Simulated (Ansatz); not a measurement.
Take WC (space group P-6m2, No. 187; a = 2.898 Å, c = 2.828 Å) as the base.

The change: a negative pressure, −1 GPa.

Levels (all Ansatz, a first-principles code, PAW): PBEsol (420 eV, without spin-orbit coupling); r2SCAN (500 eV, no spin-orbit coupling).

The geometry is relaxed with PBEsol.

| Property | Result |
|---|---|
| PBEsol pressure | -1.0 GPa |

**Question.** How does going to r2SCAN change the pressure?

**Answer.** The pressure goes up by 5.0 GPa, from -1.0 GPa to 4.0 GPa.

Single points use the geometry relaxed with PBEsol. Their cutoffs differ, which shifts pressures a little. Load acts through the strain it causes; cell and atoms are relaxed under it. Whether these cells are dynamically stable was not tested. All final runs are without spin polarisation.
